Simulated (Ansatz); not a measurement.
An Ansatz (a quantum-chemistry and plane-wave program) input (plane-wave PAW DFT at the r2SCAN level (Ansatz, 500 eV), no spin-orbit coupling):

Ansatz 0.2 input:
```yaml
crystal:
  lattice:
    - [4.6602389057, 0, 0]
    - [0, 4.6602389057, 0]
    - [2.3301194528, -2.3301194528, 3.2706948416]
  atoms:
    - { symbol: Cd, position: [0, 0, 0] }
    - { symbol: Te, position: [0.75, 0.75, 0.5] }
basis: { ecutwfc: 500, ecutrho_ratio: 4, xc_grid: 4, fft_grid_basis: typed }
kpoints: { mp_grid: { grid: [9, 9, 9] } }
hamiltonian:
  xc: r2scan
  dispersion: none
  pseudopotentials: { kind: paw }
scf: { occupations: { method: fermi_dirac, width: 0.05 } }
relax: { f_tol: 0.005, max_steps: 50, cell: { stress_tol: 0.01, fix: [a, b, gamma] } }
output: { forces: true, stress: true }
checkpoint: { write: state.ck, write_every: 1000 }
```

Which symmetry and how many k-points will the program report, and about how many plane waves at Γ?

Space group I-4m2 (ITA 119) with 8 operations, k-points 75 of 729, and 1819 plane waves at Γ.

The cells carry an imposed strain or load. Whether these cells are dynamically stable was not tested. The cell was made from CdTe in the zinc blende structure (space group F-43m, No. 216) by this change: biaxial strain +0.50 %, plane normal [001], relaxed out of plane.
